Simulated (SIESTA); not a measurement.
A self-consistent single point of LiBr (Fm-3m, 2 atoms in the cell) with SIESTA.

Method: GGA PBE, numerical atomic orbitals DZP, PseudoDojo PBE standard norm-conserving potentials (rewritten from UPF to PSML) run with SIESTA.

The change in words: lattice scaled by 0.98. Reference geometry:
```
LiBr
1.0
    0.00000     2.75000     2.75000
    2.75000     0.00000     2.75000
    2.75000     2.75000     0.00000
Li Br
1 1
Cartesian
  0.00000   0.00000   0.00000
  2.75000   2.75000   2.75000
```

Reference input (self-consistent single point, DFT, GGA PBE, numerical atomic orbitals DZP, PseudoDojo PBE standard norm-conserving potentials (rewritten from UPF to PSML)): XC.functional = GGA; XC.authors = PBE; potentials = PseudoDojo PBE standard; PAO.BasisSize = DZP; PAO.EnergyShift = 0.005 Ry; MeshCutoff = 300 Ry; kgrid.MonkhorstPack = 10 10 10; OccupationFunction = FD; ElectronicTemperature = 580.23 K; PAO.Polarization.NonPerturbative = true; MaxSCFIterations = 150; SCF.Mixer.Method = Pulay. This run's input differs from it in these lines:

```diff
@@ -12,5 +12,5 @@
 %block LatticeVectors
-     0.000000000    2.750000000    2.750000000
-     2.750000000    0.000000000    2.750000000
-     2.750000000    2.750000000    0.000000000
+     0.000000000    2.695000000    2.695000000
+     2.695000000    0.000000000    2.695000000
+     2.695000000    2.695000000    0.000000000
 %endblock LatticeVectors
@@ -19,3 +19,3 @@
      0.000000000    0.000000000    0.000000000  1
-     2.750000000    2.750000000    2.750000000  2
+     2.695000000    2.695000000    2.695000000  2
 %endblock AtomicCoordinatesAndAtomicSpecies
```

Output (repeated stretches shortened):

```
        iscf     Eharris(eV)        E_KS(eV)     FreeEng(eV)     dDmax    Ef(eV) dHmax(eV)
   scf:    1     -625.354323     -626.953656     -626.953656  0.459670 -5.834624  0.277660
   scf:    2     -626.954450     -626.954060     -626.954060  0.002064 -5.853930  0.253621
   scf:    3     -626.955668     -626.955003     -626.955003  0.010650 -5.949411  0.130531
   scf:    4     -626.955127     -626.955065     -626.955065  0.013282 -6.029252  0.006475
   scf:    5     -626.955059     -626.955063     -626.955063  0.000728 -6.025344  0.007535
   scf:    6     -626.955067     -626.955065     -626.955065  0.000500 -6.024660  0.000143
   scf:    7     -626.955065     -626.955065     -626.955065  0.000004 -6.024688  0.000142
SCF Convergence by DM+H criterion
max |DM_out - DM_in|         :     0.0000037639
max |H_out - H_in|      (eV) :     0.0001420217
SCF cycle converged after 7 iterations

Using DM_out to compute the final energy and forces

siesta: E_KS(eV) =             -626.9551

siesta: E_KS - E_eggbox =      -626.9551

siesta: Atomic forces (eV/Ang):
     1   -0.000000   -0.000000   -0.000000
     2    0.000000    0.000000    0.000000
   Tot   -0.000000   -0.000000   -0.000000
   Max    0.000000
   Res    0.000000    sqrt( Sum f_i^2 / 3N )
   Max    0.000000    constrained

Stress tensor Voigt[x,y,z,yz,xz,xy] (kbar):      -21.83      -21.83      -21.83       -0.15       -0.15       -0.15
(Free)E + p*V (eV/cell)     -626.4217
Target enthalpy (eV/cell)     -626.9551

siesta: Program's energy decomposition (eV):
siesta: FreeEng =      -626.955065

   [... lines left out ...]
siesta: Cell volume =         39.147705 Ang**3
siesta:          21.82805346         21.82805346  kBar
   [... lines left out ...]
               4s      4s      4py     4pz     4px     4py     4pz     4px
               4dxy    4dyz    4dz2    4dxz    4dx2-y2
   2  7.128   1.737   0.091   1.728   1.728   1.728   0.022   0.022   0.022
              0.012   0.012   0.006   0.012   0.006

mulliken: Qtot =       10.000

Mulliken Atomic Populations:
Atom #   charge [q] valence [e]  Species
     1     0.127743    2.872257  Li
     2    -0.127743    7.127743  Br
 Total    -0.000000
```

The run converged in 7 iterations. Against the reference run the free energy rises by 9.1 meV/atom, the pressure goes from 0.33 to 2.18 GPa and the gap on the mesh goes from 5.190 to 5.514 eV.

The starting cell has typed, rounded lattice constants, without a prior relaxation at this level. For this run, on top of that: lattice scaled by 0.98. Values carry the incompleteness of an atom-centred basis.
